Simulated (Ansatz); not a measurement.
# Parameter sweep on Si2Ni (Cmcm, 6 atoms in the cell)

```
CELL_PARAMETERS angstrom
      1.71582    -6.77128     0.00000
      1.71582     6.77128     0.00000
      0.00000     0.00000     3.37644
ATOMIC_POSITIONS crystal
  Si 0.93900 0.06100 0.25000
  Si 0.06100 0.93900 0.75000
  Si 0.25000 0.75000 0.25000
  Si 0.75000 0.25000 0.75000
  Ni 0.60400 0.39600 0.25000
  Ni 0.39600 0.60400 0.75000
```
Moments meant for the start (each program seeds them in its own way; μB, in the order of the atoms Si Si Si Si Ni Ni): 0.0 0.0 0.0 0.0 2.0 2.0.

Base run A: Ansatz (an electronic-structure program) with PBE, self-consistent single point.

Its settings: basis.ecutwfc = 30.9 Ry; kpoints.mp_grid.grid = 7 7 7; hamiltonian.xc = pbe; hamiltonian.pseudopotentials = {kind: paw} (the program's default PAW files); magnetization.spin_polarized = true; scf.occupations.method = fermi_dirac; scf.occupations.width = 0.0073 Ry.

The starting cell was generated: these elements placed on a structure prototype, without a prior relaxation; it need not be a known phase or ordering of this composition. Its lattice was rescaled by a random factor within 2.5 % of one. The starting moments vanished: the run ended non-magnetic, which need not be the lowest state. The program warned that a starting moment was not kept. In the base run, with a pressure of about 3 GPa the cell is away from its equilibrium volume at this level. Ansatz's pressure includes its estimate of the finite-basis (Pulay) stress.

ΔF is the free energy per atom less that of run A. 

Run A gave: pressure (GPa) 3.46; largest force (eV/Å) 0.602; TS (meV/atom) 21.7; k-points 64.

Runs:
- B: kpoints.mp_grid.grid, scf.occupations.width = 5 5 5, 0.0022 Ry
- C: kpoints.mp_grid.grid, scf.occupations.width = 5 5 5, 0.0073 Ry
- D: kpoints.mp_grid.grid, scf.occupations.width = 5 5 5, 0.022 Ry
- E: kpoints.mp_grid.grid, scf.occupations.width = 6 6 6, 0.0022 Ry
- F: kpoints.mp_grid.grid, scf.occupations.width = 6 6 6, 0.0073 Ry
- G: kpoints.mp_grid.grid, scf.occupations.width = 6 6 6, 0.022 Ry
- H: kpoints.mp_grid.grid, scf.occupations.width = 7 7 7, 0.0022 Ry
- I: kpoints.mp_grid.grid, scf.occupations.width = 7 7 7, 0.022 Ry
- J: kpoints.mp_grid.grid, scf.occupations.width = 8 8 8, 0.0022 Ry
- K: kpoints.mp_grid.grid, scf.occupations.width = 8 8 8, 0.0073 Ry
- L: kpoints.mp_grid.grid, scf.occupations.width = 8 8 8, 0.022 Ry

Q: What does run H change against A?

A: The free energy goes up by 10.6 meV/atom, the pressure stays at 3.46 GPa and the largest force hardly changes (0.602 to 0.607 eV/Å).

Q: What does run J change against A?

A: The free energy rises by 4.4 meV/atom, the pressure goes from 3.46 to 3.22 GPa and the largest force goes from 0.602 to 0.711 eV/Å.

```
run  ΔF (meV/atom)  pressure (GPa)  largest force (eV/Å)  TS (meV/atom)  k-points
---  -------------  --------------  --------------------  -------------  --------
A             0.00            3.46                 0.602           21.7        64
B             14.3            3.52                 0.577            2.3        27
C              3.9            3.64                 0.587           21.9        27
D            -77.4            4.19                 0.624          176.3        27
E             1.51            3.32                 0.511            2.4        52
F             -8.0            3.37                 0.537           18.9        52
G            -82.0            4.13                 0.572          168.7        52
H             10.6            3.46                 0.607            2.4        64
I            -79.9            4.18                 0.602          174.8        64
J              4.4            3.22                 0.711            1.9       105
K             -4.6            3.35                 0.660           19.4       105
L            -81.3            4.15                 0.611          172.0       105
```

Keys are those of Ansatz 0.2.
